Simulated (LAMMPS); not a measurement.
Simulation of BN (zinc blende), 1000 atoms, at 1920 K and 5 GPa, heated as the crystal.

Model: classical MD, pair style extep, file BN.extep (LAMMPS).

Task: Give probability per degree against angle (°) as the simulation yields it.

Result: State found: crystal; no diffusion seen in 30 ps.
```
angle (°)  probability per degree, N-B-N
---------  -----------------------------
85.50                             0.0000
88.50                             0.0001
91.50                             0.0010
94.50                             0.0032
97.50                             0.0101
100.5                             0.0235
103.5                             0.0410
106.5                             0.0604
109.5                             0.0659
112.5                             0.0570
115.5                             0.0384
118.5                             0.0202
121.5                             0.0086
124.5                             0.0028
127.5                             0.0007
130.5                             0.0002
133.5                             0.0000
```

Caution: in nature this polymorph isn't the stable one over the whole range of temperature at this pressure, and short runs keep a crystal in its starting form. Caution: a run this short can hold a crystal over, or a liquid under, the potential's own melting point, which these runs don't give.
